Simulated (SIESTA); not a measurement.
**SIESTA run on Mn₄BiSb₃ (Pmm2, 8 atoms in the cell): self-consistent single point**

Level of theory: LDA PW92, numerical atomic orbitals DZP, PseudoDojo LDA standard norm-conserving potentials (rewritten from UPF to PSML) in SIESTA.

The input file:

```
# files in the folder: Mn.psml Sb.psml Bi.psml (PseudoDojo LDA standard)
SystemName  Mn4BiSb3
SystemLabel Mn4BiSb3

NumberOfAtoms                8
NumberOfSpecies              3
%block ChemicalSpeciesLabel
  1 25 Mn
  2 51 Sb
  3 83 Bi
%endblock ChemicalSpeciesLabel
LatticeConstant              1.0 Ang
%block LatticeVectors
     4.164280000    0.000000000    0.000000000
     0.000000000    5.663280000    0.000000000
     0.000000000    0.000000000    7.188010000
%endblock LatticeVectors
AtomicCoordinatesFormat      ScaledCartesian
%block AtomicCoordinatesAndAtomicSpecies
     0.000000000    1.447817532    0.054341356  1
     0.000000000    4.215462468    0.054341356  1
     2.082140000    1.434452191    3.540957486  1
     2.082140000    4.228827809    3.540957486  1
     0.000000000    0.000000000    2.403526784  2
     0.000000000    2.831640000    4.796127792  2
     2.082140000    2.831640000    1.186884211  2
     2.082140000    0.000000000    5.986893529  3
%endblock AtomicCoordinatesAndAtomicSpecies

XC.functional                LDA
XC.authors                   PW92
PAO.BasisSize                DZP
PAO.EnergyShift              0.005 Ry
MeshCutoff                   350 Ry
%block kgrid.MonkhorstPack
    7   0   0  0.0
    0   5   0  0.0
    0   0   4  0.0
%endblock kgrid.MonkhorstPack
OccupationFunction           FD
ElectronicTemperature        1578.21 K
Spin                         polarized
%block DM.InitSpin
  1 +4.00
  2 +4.00
  3 +4.00
  4 +4.00
  5 +0.00
  6 +0.00
  7 +0.00
  8 +0.00
%endblock DM.InitSpin

MaxSCFIterations             150
SCF.Mixer.Method             Pulay
SCF.Mixer.Weight             0.1
SCF.Mixer.History            8
SCF.DM.Tolerance             1.0E-05
Diag.ParallelOverK           true
WriteForces                  true
Charge.Mulliken              end
```

Output, abridged:

```
reinit: Reading from file input.fdf

reinit: System Name: Mn4BiSb3
reinit: System Label: Mn4BiSb3

NOTE on units for spin output:
{S} is the spin magnetic moment, in units of the Bohr magneton,
assuming a g-factor for the electron spin of exactly 2.
The spin magnetic moment is then numerically equal to the charge inbalance,
in units of electrons, between the spin-up and -down channels.

coor:   Atomic-coordinates input format  =     Cartesian coordinates
coor:                                          (in units of alat)

siesta: Atomic coordinates (Bohr) and species
siesta:      0.00000   2.73598   0.10269  1        1
siesta:      0.00000   7.96607   0.10269  1        2
siesta:      3.93467   2.71072   6.69144  1        3
siesta:      3.93467   7.99133   6.69144  1        4
siesta:      0.00000   0.00000   4.54201  2        5
siesta:      0.00000   5.35102   9.06337  2        6
siesta:      3.93467   5.35102   2.24289  2        7
siesta:      3.93467   0.00000  11.31359  3        8

siesta: System type = bulk

initatomlists: Number of atoms, orbitals, and projectors:      8   148   158

siesta: ******************** Simulation parameters ****************************
redata: Spin configuration                          = collinear
redata: Time-Reversal Symmetry                      = T
redata: Number of Atomic Species                    =        3
redata: Mesh Cutoff                                 =   350.0000 Ry
redata: Net charge of the system                    =     0.0000 |e|
redata: Min. number of SCF Iter                     =        0
redata: Max. number of SCF Iter                     =      150
redata: SCF convergence failure will abort job
redata: SCF mix quantity                            = Hamiltonian
redata: Mix DM or H after convergence               =   F
redata: Recompute H after scf cycle                 =   F
redata: Mix DM in first SCF step                    =   T
redata: No kicks to SCF
   [... lines left out ...]
diag: Used triangular part                          = Lower
diag: Absolute tolerance                            =  0.100E-15
diag: Orthogonalization factor                      =  0.100E-05
diag: Memory factor                                 =  1.0000

superc: Internal auxiliary supercell:     5 x     5 x     3  =      75
superc: Number of atoms, orbitals, and projectors:    600  11100  11850

                        Single-point calculation

superc: Internal auxiliary supercell:     5 x     5 x     3  =      75
superc: Number of atoms, orbitals, and projectors:    600  11100  11850

outcell: Unit cell vectors (Ang):
        4.164280    0.000000    0.000000
        0.000000    5.663280    0.000000
        0.000000    0.000000    7.188010

outcell: Cell vector modules (Ang)   :    4.164280    5.663280    7.188010
outcell: Cell angles (23,13,12) (deg):     90.0000     90.0000     90.0000
outcell: Cell volume (Ang**3)        :    169.5183
new_DM -- step:     1
Initializing Density Matrix...

Attempting to read DM from file... Failed...
DM filled with atomic data (user-defined):

InitMesh: MESH = 48 x 64 x 90 = 276480
InitMesh: Mesh cutoff (required, used) =   350.000   352.960 Ry

stepf: Fermi-Dirac step function
        iscf     Eharris(eV)        E_KS(eV)     FreeEng(eV)     dDmax    Ef(eV) dHmax(eV)
   scf:    1   -21408.794884   -21449.284989   -21449.574340  0.888268 -3.267188 13.042804
     spin moment: {S} , |S| = {        0.0        0.0   13.75132 }    13.75132
   scf:    2   -21468.127656   -21460.606310   -21460.886748  0.128653 -3.811845  5.950778
     spin moment: {S} , |S| = {        0.0        0.0   13.62452 }    13.62452
   scf:    3   -21463.521334   -21463.204671   -21463.508243  0.087475 -4.224029  1.846505
     spin moment: {S} , |S| = {        0.0        0.0   13.24671 }    13.24671
   scf:    4   -21463.351961   -21463.291594   -21463.597429  0.011948 -4.224314  1.460706
     spin moment: {S} , |S| = {        0.0        0.0   13.25113 }    13.25113
   scf:    5   -21463.496750   -21463.424736   -21463.744202  0.025623 -4.262369  0.636392
     spin moment: {S} , |S| = {        0.0        0.0   13.20344 }    13.20344
   scf:    6   -21463.275762   -21463.399713   -21463.733812  0.023380 -4.356981  0.775874
   [... lines left out ...]
   scf:   15   -21463.433925   -21463.433921   -21463.787853  0.000065 -4.316070  0.001125
     spin moment: {S} , |S| = {        0.0        0.0   12.78267 }    12.78267
   scf:   16   -21463.433899   -21463.433910   -21463.787853  0.000014 -4.316072  0.000828
     spin moment: {S} , |S| = {        0.0        0.0   12.78258 }    12.78258
   scf:   17   -21463.433798   -21463.433854   -21463.787853  0.000061 -4.316113  0.000338
     spin moment: {S} , |S| = {        0.0        0.0   12.78190 }    12.78190
   scf:   18   -21463.433805   -21463.433829   -21463.787853  0.000015 -4.316115  0.000244
     spin moment: {S} , |S| = {        0.0        0.0   12.78164 }    12.78164
   scf:   19   -21463.433770   -21463.433800   -21463.787853  0.000012 -4.316127  0.000178
     spin moment: {S} , |S| = {        0.0        0.0   12.78140 }    12.78140
   scf:   20   -21463.433778   -21463.433789   -21463.787853  0.000005 -4.316137  0.000135
     spin moment: {S} , |S| = {        0.0        0.0   12.78137 }    12.78137
SCF Convergence by DM+H criterion
max |DM_out - DM_in|         :     0.0000052652
max |H_out - H_in|      (eV) :     0.0001352591
SCF cycle converged after 20 iterations

Using DM_out to compute the final energy and forces

siesta: E_KS(eV) =           -21463.4338

siesta: E_KS - E_eggbox =    -21463.4338

siesta: Atomic forces (eV/Ang):
     1   -0.000000    0.033922    0.026374
     2   -0.000000   -0.033922    0.026374
     3    0.000000    0.026190   -0.021079
     4   -0.000000   -0.026190   -0.021079
     5   -0.000000    0.000000   -0.002507
     6    0.000000   -0.000000   -0.025027
     7   -0.000000   -0.000000    0.036578
     8   -0.000000    0.000000   -0.017859
   Tot   -0.000000    0.000000    0.001775
   Max    0.036578
   Res    0.018532    sqrt( Sum f_i^2 / 3N )
   Max    0.036578    constrained

Stress tensor Voigt[x,y,z,yz,xz,xy] (kbar):       83.77       75.88       81.36       -0.00        0.00        0.00
(Free)E + p*V (eV/cell)   -21472.2878
Target enthalpy (eV/cell)   -21463.7879

siesta: Program's energy decomposition (eV):
siesta: Ebs     =     -3564.144801
siesta: Eions   =     27739.572285
siesta: Ena     =      2674.074686
siesta: Ekin    =     10669.363103
siesta: Enl     =     -2809.805365
siesta: Eso     =         0.000000
siesta: Edftu   =         0.000000
siesta: DEna    =       114.080993
siesta: DUscf   =         1.700390
siesta: DUext   =         0.000000
siesta: Ex      =     -4031.013079
siesta: Ec      =      -342.262232
siesta: Exc     =     -4373.275310
siesta: Eharris =    -21463.433778
siesta: Etot    =    -21463.433789
siesta: FreeEng =    -21463.787853

siesta: Stress tensor (static) (eV/Ang**3):
siesta:     0.052287    0.000000   -0.000000
siesta:     0.000000    0.047358   -0.000000
siesta:     0.000000   -0.000000    0.050779

siesta: Cell volume =        169.518316 Ang**3

siesta: Pressure (static):
siesta:                Solid            Molecule  Units
siesta:          -0.00054611         -0.00053523  Ry/Bohr**3
siesta:          -0.05014151         -0.04914293  eV/Ang**3
siesta:         -80.33555145        -78.73564776  kBar

mulliken: Atomic and Orbital Populations:

   [... lines left out ...]
              1.000   1.000   1.001   1.001   1.002   0.070   0.070   0.062

              0.066   0.052
   6  7.900   0.742   0.071   0.638   0.585   0.587  -0.038   0.002  -0.002
              1.001   1.001   1.001   1.001   1.002   0.069   0.067   0.059

              0.067   0.048
   7  7.920   0.730   0.075   0.632   0.573   0.575  -0.026   0.011   0.015
              1.000   1.000   1.001   1.001   1.002   0.070   0.072   0.065

              0.068   0.056

Species: Bi
Atom  Qatom  Qorb
               6s      6s      6py     6pz     6px     6py     6pz     6px
               5dxy    5dyz    5dz2    5dxz    5dx2-y2 6dxy    6dyz    6dz2
               6dxz    6dx2-y2
   8  7.924   0.800   0.056   0.620   0.598   0.601  -0.030  -0.005  -0.011
              0.996   0.996   1.000   0.999   1.002   0.070   0.071   0.055

              0.062   0.044

mulliken: Qtot =       53.609

Mulliken Atomic Populations:
Atom #   charge [q] valence [e]      Sz [e]  Species
     1     0.556305   14.443695    3.476684  Mn
     2     0.556305   14.443695    3.476684  Mn
     3     0.553088   14.446912    3.488381  Mn
     4     0.553088   14.446912    3.488381  Mn
     5    -0.588671   15.588671   -0.289941  Sb
     6    -0.511556   15.511556   -0.289292  Sb
     7    -0.554913   15.554913   -0.285762  Sb
     8    -0.563646   15.563646   -0.283767  Bi
 Total    -0.000000               12.781368
```

The run converged in 20 iterations.

The starting cell comes from a database of computed structures (which also holds hypothetical and non-ambient phases and stackings), without a prior relaxation at this level. The magnetic order is the one reached from the typed start; others were not searched systematically. Values carry the incompleteness of an atom-centred basis. With a pressure of about -8 GPa the cell is away from its equilibrium volume at this level.

Cost on one core of a shared machine: roughly 4 min.
